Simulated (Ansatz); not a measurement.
For SiTe₂ (model structure, started from the rutile type, P4₂/mnm, No. 136, 6 atoms in the cell), LDA in Ansatz (plane waves, PAW) gives:

- equilibrium lattice constant a: 6.362 Å
- c axis length: 3.959 Å
- cohesive energy: 3.74 eV/atom

Task: What does r²SCAN+rVV10 in Ansatz (plane waves, PAW) give for the same quantities?

Result: 
- lattice constant a: 6.445 Å (rises by 1.3 %)
- lattice parameter c: 4.007 Å (rises by 1.2 %)
- cohesive energy: 3.02 eV/atom (falls by 0.72 eV/atom)

Changes are worked out from the printed values.

Unless a cell is named, each level is at its own relaxed cell (LDA 26.70, r²SCAN+rVV10 27.74 Å³/atom).

Levels without +SOC leave out spin–orbit coupling, which shifts energies and cells of such heavy elements.

Ansatz's density-functional and Hartree–Fock values are scalar-relativistic unless marked +SOC, with PAW data made under PBE.

A model structure was made by putting elements into a prototype or built by hand; it is no filed structure, need not be a known phase, and can be a saddle point held by its symmetry.

Ansatz is a first-principles code.
